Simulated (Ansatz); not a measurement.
## CuAu: response to strain

The parent structure is CuAu (space group P4/mmm, No. 123; a = 2.813 Å, c = 3.593 Å; relaxed with 0.1 eV smearing).

Strains are applied to the cell and any free atomic positions relax.

Computed with Ansatz (a quantum-chemistry and plane-wave program), PBEsol, PAW, cutoff 420 eV, spin-orbit coupling left out.

Notes on the quantities. energy relative to the base: free energy F.

| isotropic strain (%) | energy relative to the base (meV/atom) |
|---|---|
| -3 | 70.4 |
| -2.5 | 47.8 |
| -2 | 29.9 |
| -0.5 | 1.7 |
| 0 | 0.0 |
| 1.5 | ? |
| 2 | 25.1 |
| 2.5 | 38.3 |
| 3 | 54.0 |

Q: Fit ΔE = Aε² + Bε³ (ε in %) to the rows shown and predict the withheld row.

A: Least squares on the printed values gives A = 6.90 and B = -0.30 meV/atom (largest residual 0.1 meV/atom); this predicts 14.5 meV/atom, and the run gives 14.4 meV/atom, in agreement.

No phonon test of stability was made. All final runs are without spin polarisation.
